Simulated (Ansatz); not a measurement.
## SnS (F-43m, No. 216, 2 atoms in the cell; start mp-10013; a measured phase of this formula has another space group)

Level of theory: PBEsol (PAW; Ansatz, an electronic-structure program).

Numerical settings: plane-wave cutoff 520 eV, 10×10×10 k mesh, Fermi–Dirac smearing 0.01 eV, scalar-relativistic PAW data made under PBE.

Cell (relaxed at this level):

```
SnS
1.0
    0.00000     3.20926     3.20926
    3.20926     0.00000     3.20926
    3.20926     3.20926     0.00000
Sn S
1 1
Direct
  0.00000   0.00000   0.00000
  0.25000   0.25000   0.25000
```

```yaml
band_gap: zero (no gap)
bulk modulus B0: 36.0 GPa
```

Note: the relaxation could not lower the start's symmetry, so the cell can be a saddle point above a distorted one; the bulk modulus is −V dP/dV from two relaxed cells at ±2 % in volume.

Spin–orbit coupling is not included; it can open a gap where bands touch, and shift volumes and moduli.

Computed values are for the static lattice.

Cost on a shared machine: about 29 core-seconds (a rough figure).

A start named mp-… is a Materials Project structure, which need not be a measured phase.
